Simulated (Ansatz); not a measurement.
**Sc in the hcp (Mg type) structure (space group P6_3/mmc, No. 194)**

Sc is taken in the hexagonal space group P6₃/mmc (No. 194), the hcp (Mg type) structure, Pearson symbol hP2. Conventional cell: a = 3.3295 Å, b = 3.3295 Å, c = 5.1919 Å, α = 90.00°, β = 90.00°, γ = 120.00°. Sc on 2d is surrounded by 12 Sc at 3.230–3.329 Å (anticuboctahedral). (Neighbours: up to the widest gap in distance over summed covalent radii, below 1.35, at either atom.)

Level of theory: Ansatz (a program for electronic structure) r2SCAN, without spin-orbit coupling. k-mesh 16×16×9 (Γ-centred); smearing 0.05 eV (Fermi–Dirac).

The volume per atom is 24.92 Å³ and the density comes out as 3.00 g/cm³. The band gap comes out as zero and the total energy is -2140.571 eV/atom (σ→0; compares only within this code and set-up).

Whether these cells are dynamically stable was not tested. The final runs are not spin-polarised.
